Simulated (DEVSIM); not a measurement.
## Schottky contact on n-type Si

Structure: Schottky contact on n-type Si, at 300 K.

| layer (left to right) | material | thickness (μm) | Nd (cm⁻³) | τn (s) | τp (s) |
|---|---|---|---|---|---|
| 1 | Si | 2.00 | 1.5e15 | 1.9e-6 | 1.9e-6 |

Left contact: Schottky, work function 4.74 eV, emission velocity 7.3e6 cm/s. Right contact: ohmic. Voltage is applied to the left contact. Recombination: SRH at mid-gap, radiative. Gap narrowing is on: ΔEg = 6.92 meV × (l + √(l² + 0.5)), l = ln(N/1.3e17 cm⁻³), shared equally by both band edges. Mobility is μmin + (μ − μmin)/(1 + (N/Nref)^α).

This is a model device: material constants are rounded textbook-type values typed into the input, and sizes, dopings and lifetimes were drawn at random. Values at 300 K.

```csv
parameter,Si
gap (eV),1.124
affinity (eV),4.05
permittivity,11.7
Nc (cm⁻³),2.86e19
Nv (cm⁻³),3.1e19
μn (cm²/Vs),1417
μp (cm²/Vs),470
"μn,min",52
"μp,min",45
"Nref,n",9.7e16
"Nref,p",2.2e17
αn,0.68
αp,0.72
B (cm³/s),4.7e-15
```

Simulated with DEVSIM: 1D drift-diffusion, Boltzmann statistics, complete ionisation; no tunnelling, impact ionisation, image-force lowering or self-heating. Metal contacts follow the ideal Schottky-Mott rule: no Fermi-level pinning, no interface dipoles.

```yaml
potential_step_across_the_device_at_zero_bias: 0.435 V
largest_field_in_the_device_at_zero_bias: 14000 V/cm
Dark forward voltage at 1 A/cm²: 0.257 V
Dark forward voltage at 100 A/cm²: 0.446 V
```

Small-signal capacitance in reverse bias (quasi-static):

```csv
V (V),C (nF/cm²)
-0.2,14.3
-0.5,11.7
-1,9.40
-1.5,8.07
-2,7.19
-3,6.04
-4,5.40
-5,5.21
-6.5,5.18
-8,5.18
-10,5.18
```

Dark reverse current:

```
V (V)   J (A/cm²)
------  ---------
-0.20     -6.5e-5
-0.50     -6.8e-5
-1.00     -7.1e-5
-1.50     -7.3e-5
-2.00     -7.4e-5
-3.00     -7.6e-5
-4.00     -7.7e-5
-5.00     -7.8e-5
-6.50     -7.9e-5
-8.00     -8.0e-5
-10.00    -8.1e-5
```
